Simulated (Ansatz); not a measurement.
A constructed model of the (111) surface of fcc Ir, (√3x√3)R30° layer of Ga, one a cell, in the other hollow (bottom of the slab: a bare face, its two planes held)

The numbers are results of PBE (plane waves to 420 eV, PAW; Ansatz, a first-principles code), not measurements.

Set-up: 19 atoms, 13.4 Å thick at the start; mesh 9x9x1; 0.1 eV smearing; dipole correction on; 6 atoms held, the rest relaxed; held to the start's symmetry, so lower structures may exist; no spin, no spin-orbit, no U. In PBE it is, or lies within 0.01 eV a 1x1 cell of, the lowest of the 2 structures of its composition computed so far; larger cells were not tried.

| Item | Value |
|---|---|
| work function of the top face | 4.40 eV |
| energy released by relaxation | 0.17 eV |
| cost | very roughly 8 core-minutes |
